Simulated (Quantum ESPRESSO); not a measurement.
Pressure against volume in fcc Au (space group 225) (Quantum ESPRESSO, PBE)

```
Au
1.0
    0.00000     2.00373     2.00373
    2.00373     0.00000     2.00373
    2.00373     2.00373     0.00000
Au
1
Direct
  0.00000   0.00000   0.00000
```

Level of theory: PBE, GBRV 1.5 ultrasoft (PBE) pseudopotentials (plane waves; Quantum ESPRESSO 7.5). Settings: ecutwfc = 52 Ry; ecutrho = 416 Ry; occupations = smearing; smearing = fd; degauss = 0.0036749 Ry; potentials = {Au: au_pbe_v1.uspp.F.UPF}; K_POINTS = automatic 25 25 25 0 0 0; conv_thr = 1e-10 Ry. The cell above is the first row's. The rows scale it uniformly. In all rows the k mesh is held.

```csv
V (Å^3/atom),P (GPa)
16.090,20.87
16.439,15.68
16.789,11.13
17.139,7.16
17.489,3.69
17.838,0.66
18.188,-1.99
18.538,-4.30
18.888,?
```

Problem. Fit P against V with a cubic, and predict the withheld value at V = 18.888.

Solution. With u = V - 17.3, the rows have u = -1.2100, -0.8610, -0.5110, -0.1610, 0.1890, 0.5380, 0.8880, 1.2380. Least squares gives P = 5.496 - 9.9659·u + 1.9610·u² - 0.2475·u³. Residuals (row less fit): 0.006, -0.008, -0.004, 0.008, 0.009, -0.003, -0.009, 0.006; standard error 0.010 (degrees of freedom: 4). The fitted pressure is zero at V0 = 17.92, where dP/dV = -7.815, so B0 = -V0·dP/dV = 140 GPa. At the withheld row, u = 1.5880, so P = 5.496 - 9.9659 × 1.5880 + 1.9610 × 1.5880² - 0.2475 × 1.5880³ = -6.376 GPa. The calculation gives -6.29 GPa, 0.086 GPa above the prediction (0.3 % of the range of P in the table). The row lies outside the fitted rows, so this is an extrapolation. From the scatter of the fitted rows alone, a prediction at this place has a standard error of 0.026 GPa, so the miss is 3.3 times that.

Carrying the step between the two nearest rows on in a straight line would have given -6.61, off by 0.32; series whose last step already gives the withheld value aren't shown. The scan was laid around a cell of about the measured size, scaled by a guess for this functional. Spin-orbit coupling is off. Cutoffs and mesh are single choices, not tested for convergence of this quantity. Series with a scatter that would blur these digits, or in which a gap closes, are not shown.

Terms beyond the fitted order, or numerical noise in single rows, can give a miss of this size; the table doesn't tell which.
